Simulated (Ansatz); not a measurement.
Data:

End structure of a constructed model of the (111) surface of fcc Ir, a pseudomorphic layer of Os in the host's stacking (bottom of the slab: a bare face, its two planes held):

```
CELL_PARAMETERS angstrom
      2.73720     0.00000     0.00000
     -1.36860     2.37048     0.00000
      0.00000     0.00000    30.00000
ATOMIC_POSITIONS crystal
  Ir 0.33333 0.66667 0.27185
  Ir 0.66667 0.33333 0.34634
  Ir 0.00000 0.00000 0.42007
  Ir 0.33333 0.66667 0.49479
  Ir 0.66667 0.33333 0.56929
  Ir 0.00000 0.00000 0.64507
  Os 0.33333 0.66667 0.71623
```

Set-up: 7 atoms, 13.7 Å thick at the start with caps and adatoms (thin: gaps and levels are the slab's own); mesh 16x16x1; 0.1 eV smearing; dipole correction on; 2 atoms held, the rest relaxed; symmetry of the start imposed; no spin, no spin-orbit, no U. In PBE it is, or lies within 0.01 eV a 1x1 cell of, the lowest of the 2 structures of its composition computed so far; subsurface sites and larger cells were not tried.

Predict the work function of the top face from PBE (Ansatz, a first-principles code).

5.44 eV
